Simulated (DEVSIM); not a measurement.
Structure: Si p-i-n diode, at 400 K.

| layer (left to right) | material | thickness (μm) | Nd (cm⁻³) | Na (cm⁻³) | τn (s) | τp (s) |
|---|---|---|---|---|---|---|
| 1 | Si | 1.10 | - | 1e19 | 0.00011 | 0.00011 |
| 2 | Si | 11.0 | 1.8e11 | - | 0.00011 | 0.00011 |
| 3 | Si | 2.30 | 2.9e18 | - | 0.00011 | 0.00011 |

Left contact: ohmic. Right contact: ohmic. Voltage is applied to the left contact. Recombination: SRH at mid-gap, Auger. Mobility is μmin + (μ − μmin)/(1 + (N/Nref)^α).

The device is made up for the run: typed textbook-type constants, with dimensions and the other settings drawn at random. Values at 300 K; Nc and Nv go as T^1.5, mobilities as T to minus their exponent, the gap by Varshni's rule with the affinity fixed.

```
parameter               Si
----------------  --------
gap (eV)             1.124
affinity (eV)         4.05
permittivity          11.7
Nc (cm⁻³)          2.86e19
Nv (cm⁻³)           3.1e19
μn (cm²/Vs)           1417
μp (cm²/Vs)            470
μn,min                  52
μp,min                  45
Nref,n              9.7e16
Nref,p              2.2e17
αn                    0.68
αp                    0.72
T exponent of μn       2.3
T exponent of μp       2.2
Cn (cm⁶/s)         2.8e-31
Cp (cm⁶/s)         9.9e-32
Varshni α (eV/K)  0.000473
Varshni β (K)          636
```

Model (solved in DEVSIM): 1D drift-diffusion, Boltzmann statistics, complete ionisation; no tunnelling, impact ionisation, image-force lowering or self-heating.

Base results: dark forward voltage at 1 A/cm² (V) 0.593; dark forward voltage at 100 A/cm² (V) 0.756; potential step across the device at zero bias (V) 0.949.

Question: What follows from this one change: temperature 400 → 500 K?

Answer: dark forward voltage at 1 A/cm² 0.593 → 0.406 V; dark forward voltage at 100 A/cm² 0.756 → 0.611 V; potential step across the device at zero bias 0.949 → 0.852 V.

Question: What follows from this one change: thickness of layer 2 11 → 33 μm?

Answer: dark forward voltage at 1 A/cm² little changed (0.592 V); dark forward voltage at 100 A/cm² 0.756 → 0.761 V; potential step across the device at zero bias little changed (0.949 V).

Question: What follows from this one change: constant mobility in place of the doping-dependent one?

Answer: dark forward voltage at 1 A/cm² 0.593 → 0.535 V; dark forward voltage at 100 A/cm² 0.756 → 0.699 V; potential step across the device at zero bias little changed (0.949 V).
